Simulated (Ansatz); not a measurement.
Results of LDA (plane waves, PAW; Ansatz, a program for electronic structure) for CsCl-type TmPd.

Numerical settings: plane-wave cutoff 520 eV, 16×16×16 k mesh, Fermi–Dirac smearing 0.05 eV, spin-polarised with parallel moments, scalar-relativistic PAW data made under PBE.

Cell (relaxed at this level):

```yaml
crystal:
  lattice:
    - [3.38328, 0.00000, 0.00000]
    - [0.00000, 3.38328, 0.00000]
    - [0.00000, 0.00000, 3.38328]
  atoms:
    - { symbol: Pd, position: [0.00000, 0.00000, 0.00000] }
    - { symbol: Tm, position: [0.50000, 0.50000, 0.50000], spin: 2.0 }
```

Question: Predict the bulk modulus B0.

Answer: 
bulk modulus B0: 93.0 GPa

The run finds no gap.

Note: the magnetic order was assumed, not searched for or taken from measurement; the bulk modulus is −V dP/dV from two relaxed cells at ±2 % in volume; the 4f shell is treated without U or exact exchange, so its levels and filling can be wrong.

Spins in the cell block are starting values.

Spin–orbit coupling is not included.

The computed numbers hold no vibrational or temperature effects.
